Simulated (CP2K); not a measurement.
Worked example: self-consistent single point of MgO (Fm-3m, 2 atoms in the cell) in CP2K.

Method: Wu-Cohen GGA, GPW, DZVP-MOLOPT-SR-GTH basis, GTH-PBE potentials (GTH_POTENTIALS) (CP2K).

```
MgO
1.0
    2.89621     0.00000     0.00000
    1.44810     2.50819     0.00000
    1.44810     0.83606     2.36475
Mg O
1 1
Direct
  0.00000   0.00000   0.00000
  0.50000   0.50000   0.50000
```

Reference input (self-consistent single point, DFT PBE, GPW, DZVP-MOLOPT-SR-GTH basis, GTH-PBE potentials (GTH_POTENTIALS)): CUTOFF = 1000 Ry; REL_CUTOFF = 50 Ry; SMEAR/METHOD = GAUSSIAN; SIGMA = 0.05 eV; KPOINTS/SCHEME = MONKHORST-PACK 7 7 7; XC_FUNCTIONAL = PBE; Mg/BASIS_SET = DZVP-MOLOPT-SR-GTH; Mg/POTENTIAL = GTH-PBE-q10; O/BASIS_SET = DZVP-MOLOPT-SR-GTH; O/POTENTIAL = GTH-PBE-q6; METHOD = GPW; EPS_DEFAULT = 1e-10. This run's input differs from it in these lines:

```diff
@@ -43,3 +43,7 @@
     &XC
-      &XC_FUNCTIONAL PBE
+      &XC_FUNCTIONAL
+        &GGA_X_WC
+        &END GGA_X_WC
+        &GGA_C_PBE
+        &END GGA_C_PBE
       &END XC_FUNCTIONAL
```

The program printed (abridged):

```
 SCF WAVEFUNCTION OPTIMIZATION

  Step     Update method      Time    Convergence         Total energy    Change
     1 NoMix/Diag. 0.20E+00      -     1.76430845       -79.7200598109 -7.97E+01
     2 Broy./Diag. 0.20E+00      -     0.10877104       -77.7453705250  1.97E+00
     3 Broy./Diag. 0.20E+00      -     0.19346776       -78.7186695796 -9.73E-01
     4 Broy./Diag. 0.20E+00      -     0.01131146       -79.3966246736 -6.78E-01
     5 Broy./Diag. 0.20E+00      -     0.01732148       -79.2914991456  1.05E-01
     6 Broy./Diag. 0.20E+00      -     0.00026452       -79.3258847426 -3.44E-02
   [... 2 lines left out ...]
     9 Broy./Diag. 0.20E+00      -     0.00022634       -79.3275581555 -3.60E-04
    10 Broy./Diag. 0.20E+00      -     0.00000207       -79.3274575278  1.01E-04
    11 Broy./Diag. 0.20E+00      -     0.00000719       -79.3273680774  8.95E-05
    12 Broy./Diag. 0.20E+00      -     0.00000043       -79.3273451371  2.29E-05
  *** SCF run converged in    12 steps ***

  Overlap energy of the core charge distribution:               0.00000000000000
  Self energy of the core charge distribution:               -187.87291228687351
  Core Hamiltonian energy:                                     55.45430789749999
  Hartree energy:                                              65.31430765685000
  Exchange-correlation energy:                                -12.22304840458925
  Smearing free energy correction:                             -0.00000000000000
  Fermi energy:                                                 0.32210181246755

  Total energy:                                               -79.32734513711276
  Total energy (extrapolated to sigma->0):                    -79.32734513711276

                     Mulliken Population Analysis

   [... lines left out ...]

 STRESS| Analytical stress tensor [bar]
 STRESS|                        x                   y                   z
 STRESS|      x        2.13378444214E+05   5.40030768573E+02   3.81859429773E+02
 STRESS|      y        5.40030768573E+02   2.12754908164E+05   2.21722296207E+02
 STRESS|      z        3.81859429773E+02   2.21722296207E+02   2.12600091419E+05
 STRESS| 1/3 Trace                                             2.12911147933E+05
```

The run converged in 12 iterations. Against the reference run the pressure goes from 25.95 to 21.29 GPa and the gap on the mesh goes from 5.479 to 5.336 eV.

The starting cell comes from a database of computed structures (which also holds hypothetical and non-ambient phases and stackings), without a prior relaxation at this level. Its lattice was rescaled by a random factor within 2.5 % of one. Values carry the incompleteness of an atom-centred basis. The potentials were made for another functional than the one used. With a pressure of about 21 GPa the cell is away from its equilibrium volume at this level.
